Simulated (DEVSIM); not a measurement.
Device: Au/SiON/n-Ge capacitor, at 400 K.

| layer (left to right) | material | thickness (nm) | Nd (cm⁻³) |
|---|---|---|---|
| 1 | SiON | 8.40 | - |
| 2 | Ge | 1100 | 2.7e17 |

Metal gate on the left, work function 5.1 eV. Fixed charge at the semiconductor interface -1.3e11 cm⁻² (in units of +e); interface traps 2.8e11 cm⁻² eV⁻¹, uniform in energy, neutral level at 0.3 of the gap above the valence band.

This is a model device: material constants are rounded textbook-type values typed into the input, and sizes, dopings and lifetimes were drawn at random. Values at 300 K; Nc and Nv go as T^1.5, mobilities as T to minus their exponent, the gap by Varshni's rule with the affinity fixed.

```
parameter         SiON        Ge
----------------  ----  --------
gap (eV)             7     0.664
affinity (eV)      1.4         4
permittivity       5.5        16
Nc (cm⁻³)            -   1.04e19
Nv (cm⁻³)            -      6e18
Varshni α (eV/K)     -  0.000477
Varshni β (K)        -       235
```

Model (solved in DEVSIM): 1D Poisson equation in equilibrium, Boltzmann statistics, complete ionisation; no quantum confinement or tunnelling. Metal contacts follow the ideal Schottky-Mott rule: no Fermi-level pinning, no interface dipoles.

The fixed charge was swept, all else fixed.

```json
[
 {"fixed charge (cm^-2)": "-1.45e12", "threshold voltage (band bending 2φF) (V)": "0.63", "flat-band voltage (V)": "1.38"},
 {"fixed charge (cm^-2)": "-7.9e11", "threshold voltage (band bending 2φF) (V)": "0.45", "flat-band voltage (V)": "1.20"},
 {"fixed charge (cm^-2)": "-1.3e11", "threshold voltage (band bending 2φF) (V)": "[?]", "flat-band voltage (V)": "1.02"},
 {"fixed charge (cm^-2)": "5.3e11", "threshold voltage (band bending 2φF) (V)": "0.08", "flat-band voltage (V)": "0.84"},
 {"fixed charge (cm^-2)": "1.19e12", "threshold voltage (band bending 2φF) (V)": "-0.10", "flat-band voltage (V)": "0.65"}
]
```

Problem. Fill in the missing entries.

Solution. 
- -1.3e11, threshold voltage (band bending 2φF) (V): 0.27
